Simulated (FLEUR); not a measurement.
Worked example: self-consistent single point of IrW (P-6m2, 2 atoms in the cell) in FLEUR.

Method of the run: LDA (Vosko-Wilk-Nusair), all-electron FLAPW (FLEUR), scalar-relativistic valence run with FLEUR.

The change in words: lattice scaled by 0.98. Reference geometry:
```xyz
2
Lattice="2.8061 0.0000 0.0000 -1.4030 2.4301 0.0000 0.0000 0.0000 4.4840" Properties=species:S:1:pos:R:3 pbc="T T T"
Ir     0.0000     0.0000     2.2420
W      1.4030     0.8100     0.0000
```

Reference input (self-consistent single point, DFT, LDA (Vosko-Wilk-Nusair), all-electron FLAPW (FLEUR), scalar-relativistic valence): Kmax = 4.1 1/bohr; GmaxXC = 16.4 1/bohr; xcFunctional = vwn; jspins = 1; l_soc = F; mode = gauss; fermiSmearingEnergy = 0.00499791 Htr; mesh (inpgen div1-3) = 11 11 6; inpgen gamma flag = true; Gmax = 16.4 1/bohr; numbands = 0; maxIterBroyd = 15. This run's input differs from it in these lines:

```diff
@@ -3,5 +3,5 @@
 &input film=f /
-5.3027231583 -0.0000001101 0.0000000000
--2.6513614838 4.5922930194 0.0000000000
-0.0000000000 0.0000000000 8.4734374565
+5.1966680336 -0.0000001298 0.0000000000
+-2.5983339044 4.5004465970 0.0000000000
+0.0000000000 0.0000000000 8.3039687074
 1.0
@@ -44,5 +44,5 @@
          <bravaisMatrix>
-            <row-1>    5.3027231583000001    -0.0000001101000000     0.0000000000000000</row-1>
-            <row-2>   -2.6513614838000001     4.5922930193999996     0.0000000000000000</row-2>
-            <row-3>    0.0000000000000000     0.0000000000000000     8.4734374564999992</row-3>
+            <row-1>    5.1966680336000000    -0.0000001298000000     0.0000000000000000</row-1>
+            <row-2>   -2.5983339044000000     4.5004465969999998     0.0000000000000000</row-2>
+            <row-3>    0.0000000000000000     0.0000000000000000     8.3039687073999993</row-3>
          </bravaisMatrix>
```

The program printed (abridged):

```
 Iteration:     1   Distance:      15.17537305 me/bohr^3
 Iteration:     2   Distance:      13.62805595 me/bohr^3
 Iteration:     3   Distance:       8.35422944 me/bohr^3
 Iteration:     4   Distance:       5.09305737 me/bohr^3
 Iteration:     5   Distance:       2.38456607 me/bohr^3
   [... 15 lines left out ...]
 Iteration:    21   Distance:       0.00023471 me/bohr^3
 Iteration:    22   Distance:       0.00100952 me/bohr^3
 Iteration:    23   Distance:       0.00018976 me/bohr^3
 Iteration:    24   Distance:       0.00000631 me/bohr^3
 Run finished successfully
 Stop message:
   Structural relaxation: Done

[file out, last iteration]
             iter=     25
[...]
          total density-effective poten   -5.9341389915E+04
          total charge density-energy d   -6.5513323086E+02
 Updated energy parameters for spin:           1
[...]
 fermi energy and band-weighting factors:

[...]
FERMIE:
          first approx. to ef    (T=0)  :   0.676743 htr   (energy of the highest occ. eigenvalue)
          number of occ. states  (T=0)  :        937
          first approx. to seigv (T=0)  :  -7.137456 htr
          sum of weights of occ. states :  14.502755
          sum of semicore charge        :   0.000000 e
          fermi energy=   0.67674 har   work function= -18.41512 ev
          number of valence electrons=  29.00000
     band-weighting factor for spin=    1
   [... lines left out ...]
          total moment                 =     0.00000
 Direct bandgap for spin            1 :    9.5510271449300577E-003  Htr
 ---->    free energy=                    -34004.9089333448 htr
   [... lines left out ...]
      extrapolation for T->0
 ---->    total electron energy=          -34004.9089333448 htr
 ***** TOTAL FORCES ON ATOMS *****
 TOTAL FORCE FOR ATOM TYPE=  1  X=  0.000   Y=  0.000   Z=  4.152
                       FX_TOT= 0.000000 FY_TOT= 0.000000 FZ_TOT= 0.000000
 TOTAL FORCE FOR ATOM TYPE=  2  X= -2.598   Y=  1.500   Z=  0.000
                       FX_TOT= 0.000000 FY_TOT= 0.000000 FZ_TOT= 0.000000
 Structural relaxation: Done
```

The run converged in 24 iterations. FLEUR gives forces in its relaxation mode, with a further iteration, so its stop message speaks of a relaxation. Against the reference run the total energy drops by 36.0 meV/atom.

The starting cell comes from a database of computed structures (which also holds hypothetical and non-ambient phases and stackings), without a prior relaxation at this level. For this run, on top of that: lattice scaled by 0.98. Spin-orbit coupling is off. Spin polarisation is off. Values depend on the basis (sphere radii, cutoffs, local orbitals), which need not be converged. The log's line on a gap gives a spacing of levels on this mesh, which the program prints for metals too.

Cost on one core of a shared machine: roughly 2 min.
